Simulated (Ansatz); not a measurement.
Results of r²SCAN (Ansatz, a first-principles code, PAW) for CsCl-type CoGa.

Run with plane-wave cutoff 600 eV, 16×16×16 k mesh, Fermi–Dirac smearing 0.1 eV, finite displacements, no spin polarisation, scalar-relativistic PAW data made under PBE.

Computed at the level's own relaxed cell.

Harmonic phonon frequencies (cm⁻¹; i marks an imaginary mode):

| q point | frequencies |
|---|---|
| Γ | 0 0 0 245 245 245 |
| X | 174 174 176 176 247 249 |
| M | 134 134 167 206 293 293 |
| R | ? |

### Question
Some entries are withheld; supply them.

### Answer

- R, frequencies: 215 215 215 222 222 222

No imaginary mode appears at these points.
